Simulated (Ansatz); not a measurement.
Cost and result by functional for the adsorption energy of H on the 1x1 (100) surface of fcc Cu, one in a 2x2 cell, started at the site 'hollow Cu-Cu-Cu-Cu over Cu at depth 1.8 Å', in Ansatz (plane waves, PAW). Single points on the PBE structure, on one kind of machine; costs are rough ratios of the slab run's core time (references not counted) to the cheapest single point. r2SCAN's cost holds its higher cutoff (500 against 420 eV). Differences are taken against r2SCAN for comparison alone: no measured value is at hand, so the table doesn't rank accuracy.

Model: 17-atom slab, 5.3 Å thick at the start under the adsorbate (thin: gaps and levels are the slab's own), 6x6x1 mesh, Fermi-Dirac 0.1 eV, dipole correction, 8 atoms held, the rest relaxed; start symmetry kept, larger cells not searched; no spin, no spin-orbit, no U, no dispersion correction. At the end it is bonded to 4 Cu. In PBE it is, or lies within 0.03 eV of, the lowest of the starts that converged. These notes are the PBE run's. Adsorption energies are against ½ H2(g). A negative adsorption energy means that the adsorbate is more stable on the surface than in its reference.

| functional | relative cost | adsorption energy (eV) | less r2SCAN (eV) |
|---|---|---|---|
| RPBE | 1 | 0.00 | 0.23 |
| r2SCAN | 2 | -0.23 | 0.00 |
| PBE (the relaxed run's value) | – | -0.15 | 0.08 |

The values span 0.23 eV, while the single points' costs differ by a factor of roughly 2. Differences are of unrounded values.

Ansatz is a quantum-chemistry and plane-wave program.
